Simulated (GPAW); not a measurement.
Band structure of KAu2 (P6_3/mmc, 12 atoms in the cell).

```
CELL_PARAMETERS angstrom
      5.62300     0.00000     0.00000
     -2.81150     4.86966     0.00000
      0.00000     0.00000     9.79100
ATOMIC_POSITIONS crystal
  Au 0.16700 0.33400 0.25000
  Au 0.83300 0.16700 0.75000
  Au 0.66600 0.83300 0.25000
  Au 0.83300 0.66600 0.75000
  Au 0.16700 0.83300 0.25000
  Au 0.33400 0.16700 0.75000
  Au 0.00000 0.00000 0.00000
  Au 0.00000 0.00000 0.50000
  K  0.33333 0.66667 0.93900
  K  0.66667 0.33333 0.43900
  K  0.33333 0.66667 0.56100
  K  0.66667 0.33333 0.06100
```

Method: PBEsol, GPAW PAW datasets PBEsol (made by gpaw-setup) (plane waves; GPAW 25.7.0).

Settings: mode = pw; ecut = 550 eV; xc = PBEsol; kpts = 3 3 2; mesh shift (steps) = 0.5 0.5 0.5; occupations.name = methfessel-paxton; occupations.width = 0.272 eV; occupations.order = 1; nbands = -16; convergence.density = 1e-05 e/electron; symmetry.symmorphic = false; symmetry.tolerance = 0.0005; maxiter = 100; bandpath_npoints = 50.

The starting cell comes from a database of published, mostly measured structures (it also holds non-ambient and calculated ones), without a prior relaxation at this level. Spin-orbit coupling is off.

Levels in eV from the Fermi level, bands 59 to 66:
```tsv
point	59	60	61	62	63	64	65	66
Γ	-1.42	-0.56	0.43	0.54	1.36	1.36	1.56	1.56
M	-2.02	-1.95	-1.43	0.49	0.92	0.92	1.35	1.48
K	-2.30	-2.30	-1.32	-0.77	-0.77	1.21	1.21	2.40
A	-1.42	-1.42	0.48	0.48	1.55	1.55	1.55	1.55
L	-2.27	-2.27	-0.40	-0.40	0.92	0.92	1.09	1.09
H	-2.32	-2.32	-1.16	-1.16	-0.18	-0.18	2.44	2.44
```

Bands cross the Fermi level along this path, so the cell is metallic at this level.
